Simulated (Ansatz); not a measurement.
An Ansatz (a program for electronic structure) run: InP with a change (tensor shear ε_xy = +0.29 %); plane-wave PAW DFT at the r2SCAN level (Ansatz, 500 eV), without spin-orbit coupling.

Input:

Ansatz 0.2 input:
```yaml
crystal:
  lattice:
    - [0.0085650793, 2.9534756097, 2.9534756097]
    - [2.9534756097, 0.0085650793, 2.9534756097]
    - [2.962040689, 2.962040689, 0]
  atoms:
    - { symbol: In, position: [0, 0, 0] }
    - { symbol: P, position: [0.25, 0.25, 0.25] }
basis: { ecutwfc: 500, ecutrho_ratio: 4, xc_grid: 4, fft_grid_basis: typed }
kpoints: { mp_grid: { grid: [10, 10, 10] } }
hamiltonian:
  xc: r2scan
  dispersion: none
  pseudopotentials: { kind: paw }
scf: { occupations: { method: fermi_dirac, width: 0.05 }, convergence: { dr2_threshold: 0.0000000002 } }
relax: { f_tol: 0.005, max_steps: 50 }
output: { forces: true, stress: true }
checkpoint: { write: state.ck, write_every: 1000 }
```

Output (explanatory and most iteration lines left out):

```
Relaxation: its limit of steps is 50 (relax.max_steps)
Pseudopotential: In, paw, valence charge 13
Pseudopotential: P, paw, valence charge 5
Crystal: 2 atoms, lattice volume = 51.526 Å³
Basis set: ecut = 500 eV, 1319 PW (Γ), exchange–correlation on 128×128×128 points (64 copies of the dense FFT grid, shifted against one another)
Bands: 13, of which v1, the nominal top of the filled ones, is band 9 counted from 1 (8 counted from 0)
Symmetry: 4 space group operations
Space group: Imm2 (ITA 44), of the structure as read, at distance tolerance 3.7e-5 Å
k-points: 171 of 1000 (time reversal used)
Functional: x = r2scan, c = r2scan; τ floored in thin density (d = 2e-4 eV/Å³)
SCF iter   1: F=—  HF=-6371.732283 eV  |F-HF|=—  |Δ(HF+E_count)|=         —  Δρ=6.82e-3  dr2=1.85e-2  dr2_τ=1.03e-2  ethr=1.77e-3  ⟨swp⟩=6.0  Hψ=15188  notcnv=0
SCF iter   2: F=—  HF=-6371.738872 eV  |F-HF|=—  |Δ(HF+E_count)|=   6.59e-3  Δρ=1.82e-3  dr2=2.00e-3  dr2_τ=1.15e-4  ethr=1.03e-4  ⟨swp⟩=2.3  Hψ=5892  notcnv=0
SCF 1 converged in 8 iterations: F = -6371.738954 eV  dr2 = 5.08e-11
relax step   1: F+E_penalty+E_count = -6371.73895431 eV  Δ(F+E_penalty+E_count) = +0.000e0 eV  max|allowed force component| = 4.456e-2 eV/Å  Δτ_max = 0.0000 Å  (8 SCF iters, accepted)
Crystal: 2 atoms, lattice volume = 51.526 Å³
SCF iter   1: F=—  HF=-6371.738863 eV  |F-HF|=—  |Δ(HF+E_count)|=         —  Δρ=2.97e-4  dr2=3.39e-5  dr2_τ=2.42e-4  ethr=1.90e-7  ⟨swp⟩=2.8  Hψ=9754  notcnv=0
SCF iter   2: F=—  HF=-6371.739080 eV  |F-HF|=—  |Δ(HF+E_count)|=   2.17e-4  Δρ=1.12e-4  dr2=8.01e-6  dr2_τ=7.69e-7  ethr=1.88e-7  ⟨swp⟩=2.0  Hψ=3770  notcnv=0
SCF 2 converged in 7 iterations: F = -6371.739080 eV  dr2 = 3.50e-11
relax step   2: F+E_penalty+E_count = -6371.73907963 eV  Δ(F+E_penalty+E_count) = -1.253e-4 eV  max|allowed force component| = 4.004e-3 eV/Å  Δτ_max = 0.0031 Å  (7 SCF iters, accepted)
Crystal: 2 atoms, lattice volume = 51.526 Å³
SCF iter   1: F=—  HF=-6371.739080 eV  |F-HF|=—  |Δ(HF+E_count)|=         —  Δρ=2.35e-7  dr2=3.50e-11  dr2_τ=2.92e-13  ethr=1.00e-12  ⟨swp⟩=2.4  Hψ=15169  notcnv=0
SCF iter   2: F=-6371.739080 eV  HF=-6371.739080 eV  |F-HF|=0.00e0  |Δ(HF+E_count)|=  5.46e-12  Δρ=1.15e-7  dr2=3.90e-12  dr2_τ=4.58e-13  ethr=1.00e-12  ⟨swp⟩=4.3  Hψ=6551  notcnv=0
SCF 3 converged in 2 iterations: F = -6371.739080 eV  dr2 = 3.90e-12
SCF converged after 2 iterations
Free energy (F): -6371.739080 eV
Internal energy: -6371.739079 eV  (E = F + TS)
E sigma→0 (E₀):  -6371.739080 eV
Entropy (-TS):   -0.000000 eV (-0.000 meV/atom)
Fermi energy:    7.077622 eV
--- Forces (eV/Å), atoms counted from 1 ---
  atom   1  In     0.00000000    -0.00000000    -0.00400422
  atom   2  P      0.00000000     0.00000000     0.00400283
--- Stress (GPa, compression-positive) ---
        0.000288      -0.253799       0.000000
       -0.253799       0.000288       0.000000
        0.000000       0.000000      -0.000958
  P = ⅓ Tr σ = -0.0001 GPa (-0.001 kbar)
--- Relaxed structure (2 steps of the walk, 2 accepted, 0 SCFs on fresh bases) ---
  atoms:
    - { symbol: In, position: [0.0005231140221971248, 0.0005231140221971245, -0.0005231140221971248] }
    - { symbol: P, position: [0.24947688597780285, 0.24947688597780285, 0.2505231140221973] }
```

The cells carry an imposed strain or load. No phonon test of stability was made. The cell was made from InP in the zinc blende structure (space group F-43m, No. 216) by this change: tensor shear ε_xy = +0.29 %.
